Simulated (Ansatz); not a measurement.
The cell is made up: elements placed on another compound's structure type, so the phase may be hypothetical.

Input:

```
CELL_PARAMETERS angstrom
      7.45518     0.00000     0.00000
      0.00000     7.45518     0.00000
      0.00000     0.00000     4.33843
ATOMIC_POSITIONS crystal
  In 0.67823 0.32177 0.00000
  In 0.32177 0.67823 0.00000
  In 0.17823 0.17823 0.50000
  In 0.82177 0.82177 0.50000
  As 0.68084 0.68084 0.00000
  As 0.31916 0.31916 0.00000
  As 0.81916 0.18084 0.50000
  As 0.18084 0.81916 0.50000
```

Space group of this cell: P4_2/mnm. The cell was relaxed by PBE-D3(BJ).

Transport runs along the normal of the first two printed cell vectors.

No gap correction and no spin-orbit coupling; mid-gap values are interpolated between computed energies.

### Question
State the band gap and the smallest decay constant κ at mid-gap according to r2SCAN (Ansatz, an electronic-structure program).

### Answer
Gap 0.18 eV on a 4×4×8 mesh; κ = 0.016 1/Å, at the zone centre.
